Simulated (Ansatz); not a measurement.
Si on the Mg site + O vacancy (Si_Mg+V_O) (rock-salt MgO host)

Level of theory: PBE, PAW (plane waves to 420 eV; Ansatz, a first-principles code). Cell: 64 sites, 2×2×2 repeats of a cell of 8 atoms; final energies on a 2×2×2 shifted mesh. Sites at the start: the Mg site; O 2.13 Å away. Charged cells carry a point-charge image correction with potential alignment at far atoms. Dielectric constants: PBE linear response of the host. Host gap at this level: 4.46 eV. These values are not converged in cell size to better than tenths of an eV. The semilocal functional narrows the gap, so deep levels can fall outside it. Spin–orbit coupling is left out. Each state is the lowest found from its start.

Formation energies E_f are given with the Fermi level at the valence-band maximum. Chemical conditions: Mg-rich (Δμ(Mg) = 0.00 eV, Δμ(O) = -5.37 eV, Δμ(Si) = -0.48 eV, bounded by antifluorite Mg2Si; only phases computed here count, gases as isolated molecules at 0 K); O-rich (Δμ(Mg) = -5.37 eV, Δμ(O) = 0.00 eV, Δμ(Si) = -8.35 eV, bounded by alpha cristobalite; only phases computed here count, gases as isolated molecules at 0 K). Reference phases: Mg: hcp Mg, O: O2 molecule in a box, Si: silicon.

The name describes the start; the neighbours show where the atoms ended.

Charges with a result: +2, +1, 0, −1. Others weren't obtained, and one of them could lie lower, also by skipping a charge.

```json
[
 {"charge": "+2", "moment (μB)": "not spin-polarised", "point group": "C4v", "largest move off a lattice site (Å)": "0.28", "neighbours of the last Si atom of the defect at the end (Å)": "O 1.86, O 1.92, O 1.92, O 1.92, O 1.92", "image correction with alignment (eV)": "0.56", "E_f, Mg-rich (eV)": "-1.07", "E_f, O-rich (eV)": "6.81"},
 {"charge": "+1†", "moment (μB)": "1.0", "point group": "–", "largest move off a lattice site (Å)": "0.29", "neighbours of the last Si atom of the defect at the end (Å)": "O 1.85, O 1.85, O 1.85, O 2.40, O 2.40", "image correction with alignment (eV)": "0.12", "E_f, Mg-rich (eV)": "–", "E_f, O-rich (eV)": "–"},
 {"charge": "0†", "moment (μB)": "not spin-polarised", "point group": "–", "largest move off a lattice site (Å)": "0.27", "neighbours of the last Si atom of the defect at the end (Å)": "O 1.94, O 1.94, O 2.48, O 2.48, O 2.49", "image correction with alignment (eV)": "0.00", "E_f, Mg-rich (eV)": "6.29", "E_f, O-rich (eV)": "14.16"},
 {"charge": "−1†", "moment (μB)": "1.0", "point group": "–", "largest move off a lattice site (Å)": "0.54", "neighbours of the last Si atom of the defect at the end (Å)": "O 2.01, O 2.42, O 2.42", "image correction with alignment (eV)": "0.28", "E_f, Mg-rich (eV)": "–", "E_f, O-rich (eV)": "–"}
]
```

† Not settled in this cell, so no level is given: charge +1: carriers not clearly localised; charge 0: carriers not clearly localised; charge −1: level within 0.1 eV of a band edge or past it.

Point groups are those of the whole cell at tolerances of 0.03 and 0.1 Å ("near" where only the looser one holds); none is given for unsettled states.

Flagged in the runs: a strain field that reaches the edge of the cell.

All states together cost around 100 core-minutes (rough).
